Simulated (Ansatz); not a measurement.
The starting structures come from a database of crystals and need not be the phases stable at ambient conditions.

Inside the gap of an insulator the Bloch states are evanescent, with a wavenumber k + iκ along the transport direction.

Input:

```
CELL_PARAMETERS angstrom
      6.35811     0.00000     0.00000
      0.00000     8.02293     0.00000
      3.17905     0.00000     5.50628
ATOMIC_POSITIONS crystal
  Rb 0.00000 0.50000 0.00000
  Rb 0.66667 0.83139 0.66667
  Rb 0.33333 0.16861 0.33333
  Na 0.00000 0.00000 0.00000
  W  0.66667 0.27635 0.66667
  W  0.33333 0.72365 0.33333
  O  0.35699 0.19538 0.82151
  O  0.64301 0.80462 0.17849
  O  0.82151 0.19538 0.35699
  O  0.17849 0.80462 0.64301
  O  0.82151 0.19538 0.82151
  O  0.17849 0.80462 0.17849
  O  0.66667 0.50136 0.66667
  O  0.33333 0.49864 0.33333
```

Space group of this cell: P-3m1. The cell is taken as given; by r2SCAN its mean pressure is -6.0 GPa.

Transport runs along the normal of the first two printed cell vectors, the (100) plane of the conventional cell.

The gap is the functional's own, uncorrected, and κ follows it; spin-orbit coupling is left out. Mid-gap values are interpolated between the computed energies.

Question: Predict the band gap and the smallest decay constant κ at mid-gap from r2SCAN (Ansatz, an electronic-structure program).

Answer: Gap 5.27 eV on a 6×4×6 mesh; κ = 0.495 1/Å, at the zone centre.
